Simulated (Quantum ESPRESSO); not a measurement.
Several settings converged on TiGa3 (I4mm, 4 atoms in the cell)

```
TiGa3
1.0
    1.87479    -1.87479     4.35533
    1.87479     1.87479     4.35533
   -1.87479    -1.87479     4.35533
Ti Ga
1 3
Direct
  0.00000   0.00574   0.00574
  0.50000   0.25000   0.75000
  0.50000   0.75000   0.25000
  0.00000   0.50000   0.50000
```

Base method: LDA (PZ), PSlibrary ultrasoft (LDA) pseudopotentials (plane waves; Quantum ESPRESSO).

Base settings: ecutwfc = 70 Ry; ecutrho = 770 Ry; occupations = smearing; smearing = gaussian; degauss = 0.0073499 Ry; potentials = {Ti: Ti.pz-spn-rrkjus_psl.1.0.0.UPF, Ga: Ga.pz-dn-rrkjus_psl.1.0.0.UPF}; K_POINTS = automatic 4 4 4 0 0 0; conv_thr = 1e-10 Ry; mixing_beta = 0.7.

The count of work is k-points × plane waves × bands × iterations; it is no time. Core times come from one kind of shared machine, to one figure; runs under 30 s give none.

**The plane-wave cutoff**

Moved along: ecutrho.

The second cell is the first with its lattice scaled by 0.98.

The mesh stays at the base's, so the ladder's end is converged at best in this setting alone.

Only quantities that move along the ladder and can be compared are tabulated.

```tsv
ecutwfc	free energy less the last step's (meV/atom)	energy of the compressed cell less the first (meV/atom)	pressure (GPa)	largest difference of a force vector from the last step's (eV/Å)	count of work / last	core time / last (rough)
24 Ry	1927.49	35.14	-61.81	0.030	0.098	–
32 Ry	501.22	62.46	-10.01	0.049	0.19	0.2
38 Ry	223.17	21.52	-9.70	0.009	0.29	0.3
70 Ry	3.67	-1.10	-4.06	0.001	1.0	0.8
84 Ry	0.00	-1.30	-3.78	0.000	1.0	1
```

Coarsest ecutwfc that holds the forces within 0.005 eV/Å of the last step, with all finer ones: 70 Ry; the step before is off by 0.009 eV/Å.

Coarsest ecutwfc that holds the energy of the compressed cell less the first within 2 meV/atom of the last step, with all finer ones: 70 Ry; the step before is off by 23 meV/atom.

Coarsest ecutwfc that holds the pressure within 1 GPa of the last step, with all finer ones: 70 Ry; the step before is off by 5.9 GPa.

At the lowest cutoff the pressure lies 58.0 GPa under the last step's, the usual sign of Pulay stress in an incomplete plane-wave basis.

**The cutoff for other potential files**

Level: DFT, LDA (PZ), plane waves, PSlibrary PAW (LDA, semicore) pseudopotentials.

In this ladder: pseudopotentials = {Ti: Ti.pz-spn-kjpaw_psl.1.0.0.UPF, Ga: Ga.pz-dn-kjpaw_psl.1.0.0.UPF}. Moved along: ecutrho.

The mesh stays at the base's, so the ladder's end is converged at best in this setting alone.

Only quantities that move along the ladder and can be compared are tabulated.

```tsv
ecutwfc	free energy less the last step's (meV/atom)	pressure (GPa)	largest difference of a force vector from the last step's (eV/Å)	count of work / last	core time / last (rough)
32 Ry	505.78	-10.21	0.049	0.20	0.2
49 Ry	25.97	-4.68	0.001	0.51	0.9
70 Ry	3.60	-4.41	0.001	0.92	2
84 Ry	0.00	-4.15	0.000	1.0	1
```

Coarsest ecutwfc that holds the free energy within 5 meV/atom: not settled: the last two steps still differ by 3.6 meV/atom, over half the tolerance, so the ladder does not show it.

Coarsest ecutwfc that holds the forces within 0.01 eV/Å of the last step, with all finer ones: 49 Ry; the step before is off by 0.049 eV/Å.

State of the pressure at the end of the ladder: still drifting one way, by 0.54 GPa over the last two steps, so the last step is no safe reference.

At the lowest cutoff the pressure lies 6.1 GPa under the last step's, the usual sign of Pulay stress in an incomplete plane-wave basis.

On the base run: the starting cell comes from a database of computed structures (which also holds hypothetical and non-ambient phases and stackings), without a prior relaxation at this level. Its lattice was rescaled by up to half a per cent. One atom was moved a little off its site on purpose. Spin polarisation is off. In the base run, with a pressure of about -4 GPa the cell is away from its equilibrium volume at this level. Without a gap this mesh is coarse (it stands for a supercell whose shortest vector is 15 Å).
